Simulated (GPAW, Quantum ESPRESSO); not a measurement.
A GPAW input for a self-consistent single point of MgF₂ (Pnnm, 6 atoms in the cell) (DFT LDA (Perdew-Wang 92), plane waves, GPAW PAW datasets LDA (gpaw-data 1.0.1)):

```python
from ase import Atoms
from ase.units import GPa
from gpaw import GPAW, PW, FermiDirac

atoms = Atoms(['Mg', 'Mg', 'F', 'F', 'F', 'F'],
              cell=[[4.579429, 0.000000, 0.000000],
                    [0.000000, 4.669134, 0.000000],
                    [0.000000, 0.000000, 3.049347]],
              positions=[[2.289715, 2.334567, 1.524674],
                         [0.000000, 0.000000, 0.000000],
                         [3.598653, 0.839604, 1.524674],
                         [0.980776, 3.829530, 1.524674],
                         [1.308938, 1.494963, 0.000000],
                         [3.270491, 3.174171, 0.000000]],
              pbc=True)

calc = GPAW(mode=PW(950),
            xc='LDA',
            kpts={'size': (6, 6, 9), 'gamma': True},
            occupations=FermiDirac(0.0),
            nbands=-4,
            convergence={'density': 1e-05, 'bands': -2},
            symmetry={'symmorphic': False, 'tolerance': 0.0005},
            maxiter=150)

atoms.calc = calc

energy = atoms.get_potential_energy()
print('Energy (eV):', round(energy, 6))
forces = atoms.get_forces()
print('Forces (eV/Ang):')
print(forces.round(5))
stress = atoms.get_stress()
print('Stress (GPa, Voigt):', (stress / GPa).round(4))
```

Q: Translate this input to Quantum ESPRESSO.

A: One input that does it (others would too):

```fortran
&control
   calculation = 'scf'
   prefix = 'pwscf'
   outdir = './out'
   pseudo_dir = './'
   verbosity = 'high'
   tprnfor = .true.
   tstress = .true.
/
&system
   ibrav = 0
   nat = 6
   ntyp = 2
   ecutwfc = 40
   ecutrho = 200
   occupations = 'fixed'
   nbnd = 26
/
&electrons
   conv_thr = 1.0d-8
   mixing_beta = 0.7
/
ATOMIC_SPECIES
Mg    24.3050  mg_lda_v1.4.uspp.F.UPF
F     18.9984  f_lda_v1.4.uspp.F.UPF
CELL_PARAMETERS angstrom
   4.5794290000     0.0000000000     0.0000000000
   0.0000000000     4.6691340000     0.0000000000
   0.0000000000     0.0000000000     3.0493470000
ATOMIC_POSITIONS angstrom
Mg    2.2897145000    2.3345670000    1.5246735000
Mg    0.0000000000    0.0000000000    0.0000000000
F     3.5986526911    0.8396036759    1.5246735000
F     0.9807763089    3.8295303241    1.5246735000
F     1.3089381911    1.4949633241    0.0000000000
F     3.2704908089    3.1741706759    0.0000000000
K_POINTS automatic
6 6 9  0 0 0
```

Basis, cutoffs, solver keys and any potentials are the target program's own. This input uses DFT, LDA (PZ), plane waves, GBRV 1.5 ultrasoft (LDA) pseudopotentials. LDA parametrisations can differ slightly between programs.

The starting cell comes from a database of computed structures (which also holds hypothetical and non-ambient phases and stackings), without a prior relaxation at this level. Its lattice was rescaled by a random factor within 2.5 % of one.
